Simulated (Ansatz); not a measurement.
Worked example: self-consistent single point of TiZn3 (P4mm, 4 atoms in the cell) in Ansatz (an electronic-structure program).

Computed with LDA (PW92), default PAW files made with PBE (plane waves; Ansatz).

```
CELL_PARAMETERS angstrom
      3.86919     0.00000     0.00000
      0.00000     3.86919     0.00000
      0.00000     0.00000     3.86919
ATOMIC_POSITIONS crystal
  Ti 0.00000 0.00000 0.01292
  Zn 0.00000 0.50000 0.50000
  Zn 0.50000 0.00000 0.50000
  Zn 0.50000 0.50000 0.00000
```

Reference input (self-consistent single point, DFT, LDA (PW92), plane waves, default PAW files made with PBE): basis.ecutwfc = 420 eV; kpoints.mp_grid.grid = 9 9 9; hamiltonian.xc = lda; hamiltonian.pseudopotentials = {kind: paw} (the program's default PAW files); scf.occupations.method = fermi_dirac; scf.occupations.width = 0.1 eV. This run's input differs from it in these lines:

Ansatz 0.2 input:
```diff
@@ -14,3 +14,3 @@
 kpoints:
-  mp_grid: { grid: [9, 9, 9] }
+  mp_grid: { grid: [8, 8, 8] }
 hamiltonian:
@@ -19,3 +19,3 @@
 scf:
-  occupations: { method: fermi_dirac, width: 0.1 }
+  occupations: { method: fermi_dirac, width: 0.05 }
 output:
```

Log, with long lists cut:

```
SCF iter   1: F=—  HF=-12189.962396 eV  |F-HF|=—  |Δ(HF+E_count)|=         —  Δρ=1.24e-2  dr2=1.31e-1  ethr=1.77e-3  ⟨swp⟩=5.9  Hψ=9721  notcnv=0
all-band conjugate gradients solve this SCF's bands
preconditioner: auto → Kerker (q_TF=auto, 2.644 Å⁻¹)
SCF iter   2: F=—  HF=-12189.946334 eV  |F-HF|=—  |Δ(HF+E_count)|=   1.61e-2  Δρ=5.77e-3  dr2=3.69e-2  ethr=2.74e-4  ⟨swp⟩=2.0  Hψ=3100  notcnv=0  defer=4
   [... lines left out ...]
SCF iter   4: F=—  HF=-12189.940432 eV  |F-HF|=—  |Δ(HF+E_count)|=   1.21e-3  Δρ=6.32e-4  dr2=3.73e-4  ethr=3.66e-6  ⟨swp⟩=2.0  Hψ=3512  notcnv=0  defer=4
SCF iter   5: F=—  HF=-12189.940334 eV  |F-HF|=—  |Δ(HF+E_count)|=   9.84e-5  Δρ=1.90e-4  dr2=3.53e-5  ethr=7.77e-7  ⟨swp⟩=2.6  Hψ=3702  notcnv=0  defer=4
SCF iter   6: F=—  HF=-12189.940324 eV  |F-HF|=—  |Δ(HF+E_count)|=   1.06e-5  Δρ=5.73e-5  dr2=1.83e-6  ethr=7.34e-8  ⟨swp⟩=2.0  Hψ=3578  notcnv=0  defer=4
SCF iter   7: F=-12189.940323 eV  HF=-12189.940323 eV  |F-HF|=3.51e-8  |Δ(HF+E_count)|=   5.56e-7  Δρ=1.32e-5  dr2=7.51e-8  ethr=2.08e-10  ⟨swp⟩=3.8  Hψ=10178  notcnv=0
SCF 1 converged in 7 iterations: F = -12189.940323 eV  dr2 = 7.51e-8
Free energy (F): -12189.940323 eV
Internal energy: -12189.911121 eV  (E = F + TS)
E sigma→0 (E₀):  -12189.925722 eV
Entropy (-TS):   -0.029202 eV (-7.301 meV/atom)
Fermi energy:    12.035637 eV
--- Forces (eV/Å), atoms counted from 1 ---
  atom   1  Ti     0.00000000     0.00000000    -0.40183782
  atom   2  Zn    -0.00000000     0.00000000     0.18053916
  atom   3  Zn    -0.00000000     0.00000000     0.18053916
  atom   4  Zn    -0.00000000     0.00000000     0.04077257
--- Stress (GPa, compression-positive) ---
       -5.466829       0.000000      -0.000000
        0.000000      -5.466829       0.000000
       -0.000000       0.000000      -5.530517
  P = ⅓ Tr σ = -5.4881 GPa (-54.881 kbar)
  The stress holds the Pulay correction. Without it, at fixed plane waves, as pw.x and ABINIT print it: P = -5.5529 GPa
```

The run converged in 7 iterations. Against the reference run the free energy rises by 10.1 meV/atom, the pressure hardly changes (-5.41 to -5.49 GPa) and the largest force moves little (0.410 to 0.402 eV/Å).

The starting cell comes from a database of computed structures (which also holds hypothetical and non-ambient phases and stackings), without a prior relaxation at this level. Its lattice was rescaled by up to half a per cent. One atom was moved a little off its site on purpose. Spin polarisation is off. With a pressure of about -5 GPa the cell is away from its equilibrium volume at this level. Ansatz's pressure includes its estimate of the finite-basis (Pulay) stress.
